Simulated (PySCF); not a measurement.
PySCF 2.14.0, WB97X/def2-svpd, df: In(I) ([In][I]), 2 atoms. The geometry is a generated start, not checked to be a minimum at this level.

```yaml
task: energy
method: wb97x
basis: def2-svpd
two_electron_scheme: density fitting
mol.max_memory: 3000 MB
mf.max_cycle: 100
mf.init_guess: minao (default)
mf.conv_tol: 1e-09 (default)
mf.grids.level: 3 (default)
effective_core_potentials: those of the basis set, past Kr
basis_functions: 67
grid_points: 43832
```

```xyz
2

In    -0.9105    -0.6903    -0.7955
I      0.9105     0.6903     0.7955
```

With the defaults (mf.diis = true, mf.diis_space = 8, mf.damp = 0, mf.diis_start_cycle = 1, newton = off, mf.level_shift = 0, mf.DIIS = CDIIS) it converges in 14 Fock builds. One run each on 2 threads, 1 BLAS thread, with these changes:
- mf.diis = false
- mf.diis_space = 12
- mf.level_shift = 0.3 Hartree
- mf.damp = 0.3, mf.diis_start_cycle = 4
- mf.damp = 0.7, mf.diis_start_cycle = 8
- mf.diis = false, mf.damp = 0.7, mf.diis_start_cycle = 999
- newton = Hessian by the SCF's own integrals
- mf.DIIS = ADIIS
- mf.diis_space = 3

Which runs fail or end elsewhere than the default run?

No convergence: mf.diis = false (the run ends without SCF convergence in 100 cycles). The rest reach the solution of the defaults.

```tsv
setting	Fock builds	end
mf.damp = 0.3, mf.diis_start_cycle = 4	13	same solution
the defaults	14	same solution
mf.diis_space = 12	14	same solution
mf.diis_space = 3	15	same solution
mf.damp = 0.7, mf.diis_start_cycle = 8	17	same solution
mf.level_shift = 0.3 Hartree	17	same solution
mf.DIIS = ADIIS	20	same solution
mf.diis = false, mf.damp = 0.7, mf.diis_start_cycle = 999	42	same solution
newton = Hessian by the SCF's own integrals	48	same solution
mf.diis = false	101	no convergence
```

Under newton the count holds the products with the orbital Hessian.
